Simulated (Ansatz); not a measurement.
## Response to strain in CdSe

Take CdSe in the zinc blende structure (space group F-43m, No. 216) as the base.

```yaml
crystal:
  lattice:
    - [0.00000, 3.04079, 3.04079]
    - [3.04079, 0.00000, 3.04079]
    - [3.04079, 3.04079, 0.00000]
  atoms:
    - { symbol: Cd, position: [0.00000, 0.00000, 0.00000] }
    - { symbol: Se, position: [0.25000, 0.25000, 0.25000] }
```

Cartesian axes are those of the cell as printed.

Strains are applied to the cell and any free atomic positions relax; under biaxial strain the out-of-plane vector relaxes too.

The values are results of PBEsol in Ansatz (plane waves to 420 eV, PAW, no spin-orbit coupling), not measurements.

Candidates:
(a) biaxial strain +0.50 %, plane normal [001], relaxed out of plane
(b) biaxial strain +1.00 %, plane normal [001], relaxed out of plane
(c) biaxial strain +1.50 %, plane normal [001], relaxed out of plane

Before the change:

```
Item        Value
--------  -------
Band gap  0.48 eV
```

Q: Order them by band gap, lowest first.

A: (c) biaxial strain +1.50 %, plane normal [001], relaxed out of plane (0.39 eV), (b) biaxial strain +1.00 %, plane normal [001], relaxed out of plane (0.42 eV), (a) biaxial strain +0.50 %, plane normal [001], relaxed out of plane (0.45 eV)

Stability against distortions was not tested.

Ansatz is a program for electronic structure.
